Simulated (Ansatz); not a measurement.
Worked example: self-consistent single point of KF (Fm-3m, 2 atoms in the cell) in Ansatz (an electronic-structure program).

Computed with PBE, PAW files (plane waves; Ansatz).

The change in words: lattice scaled by 0.98. Reference geometry:
```xyz
2
Lattice="0.0000 2.6244 2.6244 2.6244 0.0000 2.6244 2.6244 2.6244 0.0000" Properties=species:S:1:pos:R:3 pbc="T T T"
K      0.0000     0.0000     0.0000
F      2.6244     2.6244     2.6244
```

Reference input (self-consistent single point, DFT, PBE, plane waves, PAW files): kpoints.mp_grid.grid = 6 6 6; hamiltonian.xc = pbe; hamiltonian.pseudopotentials = {kind: paw} (the program's default PAW files); scf.occupations.method = fixed. This run's input differs from it in these lines:

Ansatz 0.2 input:
```diff
@@ -3,8 +3,8 @@
   lattice:
-    - [0.00000000, 2.62442000, 2.62442000]
-    - [2.62442000, 0.00000000, 2.62442000]
-    - [2.62442000, 2.62442000, 0.00000000]
+    - [0.00000000, 2.57193200, 2.57193200]
+    - [2.57193200, 0.00000000, 2.57193200]
+    - [2.57193200, 2.57193200, 0.00000000]
   atoms:
     - { symbol: K, position_ang: [0.00000000, 0.00000000, 0.00000000] }
-    - { symbol: F, position_ang: [2.62442000, 2.62442000, 2.62442000] }
+    - { symbol: F, position_ang: [2.57193200, 2.57193200, 2.57193200] }
 kpoints:
```

Output (repeated stretches shortened):

```
SCF iter   1: F=—  HF=-2351.537239 eV  |F-HF|=—  |Δ(HF+E_count)|=         —  Δρ=1.95e-1  dr2=1.11e1  ethr=3.10e-3  ⟨swp⟩=4.4  Hψ=1072  notcnv=0  defer=13
all-band conjugate gradients solve this SCF's bands
preconditioner: auto → none
SCF iter   2: F=—  HF=-2350.206724 eV  |F-HF|=—  |Δ(HF+E_count)|=    1.33e0  Δρ=1.56e-1  dr2=5.09e0  ethr=3.10e-3  ⟨swp⟩=3.9  Hψ=624  notcnv=0  defer=30
SCF iter   3: F=—  HF=-2348.688326 eV  |F-HF|=—  |Δ(HF+E_count)|=    1.52e0  Δρ=2.45e-2  dr2=1.50e-1  ethr=3.10e-3  ⟨swp⟩=2.6  Hψ=382  notcnv=0  defer=23
   [... lines left out ...]
SCF iter   6: F=—  HF=-2348.704054 eV  |F-HF|=—  |Δ(HF+E_count)|=   2.53e-4  Δρ=6.16e-4  dr2=1.28e-4  ethr=5.40e-6  ⟨swp⟩=2.0  Hψ=271  notcnv=0  defer=30
SCF iter   7: F=—  HF=-2348.704057 eV  |F-HF|=—  |Δ(HF+E_count)|=   2.49e-6  Δρ=1.29e-4  dr2=5.60e-6  ethr=7.99e-7  ⟨swp⟩=2.0  Hψ=273  notcnv=0  defer=17
SCF iter   8: F=—  HF=-2348.704007 eV  |F-HF|=—  |Δ(HF+E_count)|=   4.99e-5  Δρ=2.15e-5  dr2=1.73e-7  ethr=3.50e-8  ⟨swp⟩=2.0  Hψ=240  notcnv=0
SCF iter   9: F=-2348.704007 eV  HF=-2348.704007 eV  |F-HF|=1.87e-9  |Δ(HF+E_count)|=   3.34e-8  Δρ=2.85e-6  dr2=2.21e-9  ethr=6.25e-10  ⟨swp⟩=5.6  Hψ=1046  notcnv=0
SCF 1 converged in 9 iterations: F = -2348.704007 eV  dr2 = 2.21e-9
Free energy (F): -2348.704007 eV
Internal energy: -2348.704007 eV  (E = F + TS)
E sigma→0 (E₀):  -2348.704007 eV
Fermi energy:    2.307139 eV
--- Forces (eV/Å), atoms counted from 1 ---
  atom   1  K     -0.00000000     0.00000000    -0.00000000
  atom   2  F      0.00000000     0.00000000     0.00000000
--- Stress (GPa, compression-positive) ---
        6.673581      -0.000000       0.000000
        0.000000       6.673581       0.000000
        0.000000      -0.000000       6.673581
  P = ⅓ Tr σ = 6.6736 GPa (66.736 kbar)
  The stress holds the Pulay correction. Without it, at fixed plane waves, as pw.x and ABINIT print it: P = 6.4907 GPa
```

The run converged in 9 iterations. Against the reference run the free energy goes up by 33.3 meV/atom, the pressure goes from 3.54 to 6.67 GPa and the gap on the mesh goes from 6.475 to 6.827 eV.

The starting cell comes from a database of computed structures (which also holds hypothetical and non-ambient phases and stackings), without a prior relaxation at this level. Its lattice was rescaled by a random factor within 2.5 % of one. For this run, on top of that: lattice scaled by 0.98. With a pressure of about 7 GPa the cell is away from its equilibrium volume at this level. Ansatz's pressure includes its estimate of the finite-basis (Pulay) stress.
